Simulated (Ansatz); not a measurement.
## TaN, response to strain

Start from TaN (space group P6/mmm, No. 191; a = 5.202 Å, c = 2.906 Å). Axes: x lies along a and z along c of the hexagonal cell.

Strains are applied to the cell and any free atomic positions relax; under biaxial strain the out-of-plane vector relaxes too.

All numbers come from PBEsol (Ansatz, an electronic-structure program), scalar-relativistic without spin-orbit coupling.

Notes on the quantities. pressure: mean of the normal stresses, compression positive.

```tsv
case	space group	pressure	shortest interatomic distance
base	P6/mmm (No. 191)	0.0 GPa	2.090 Å
biaxial strain −0.46 %, plane normal [001], relaxed out of plane	P6/mmm (No. 191)	1.5 GPa	2.087 Å
biaxial strain +2.33 %, plane normal [001], relaxed out of plane	P6/mmm (No. 191)	(withheld)	(withheld)
biaxial strain +4.55 %, plane normal [001], relaxed out of plane	P6/mmm (No. 191)	-13.5 GPa	(withheld)
uniaxial strain ε_xx = −4.43 %	Cmmm (No. 65)	14.2 GPa	(withheld)
```

Task: Complete the table.

Result: 
- biaxial strain +2.33 %, plane normal [001], relaxed out of plane, pressure: -7.3 GPa
- biaxial strain +2.33 %, plane normal [001], relaxed out of plane, shortest interatomic distance: 2.103 Å
- biaxial strain +4.55 %, plane normal [001], relaxed out of plane, shortest interatomic distance: 2.118 Å
- uniaxial strain ε_xx = −4.43 %, shortest interatomic distance: 2.060 Å

Without a gap, meshes like the base's 10×10×16 leave anisotropic stresses uncertain by several tenths of a GPa, and small strain energies with them. Stability against distortions was not tested. All final runs are without spin polarisation. This is not the structure that TaN has at room temperature and ambient pressure.
